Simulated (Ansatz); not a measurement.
Cubic perovskite KMgF₃ was calculated with G0W0@HSE06 (Ansatz, a first-principles code, hard PAW, contour deformation).

The same calculation (at the measured cell, 12.701 Å³/atom) with different numerical settings; throughout: k mesh 2×2×2:

| run | response cutoff (eV) | empty bands | quasiparticle gap on the mesh (eV) | quasiparticle gap at Γ (eV) | rough time |
|---|---|---|---|---|---|
| 1 | 100 | 265 | 12.124 | 12.453 | 3 core-min |
| 2 | 150 | 487 | 12.271 | 12.603 | 7 core-min |
| 3 | 200 | 749 | 12.419 | 12.751 | 20 core-min |
| 4 | 250 | 1047 | 12.521 | 12.853 | 30 core-min |
| 5 | 300 | 1377 | 12.598 | 12.929 | 50 core-min |
| 6 | 400 | 2119 | [?] | [?] | 2 core-h |

Question: Fill in the missing entries.

Answer: 
- 6, quasiparticle gap on the mesh (eV): 12.693
- 6, quasiparticle gap at Γ (eV): 13.024

In the column quasiparticle gap at Γ (eV) the first row differs from the last by -0.571 and the next to last by -0.095.

The last row is no converged limit: other settings stay fixed.

Note: GW on a hybrid start was not checked against another program.
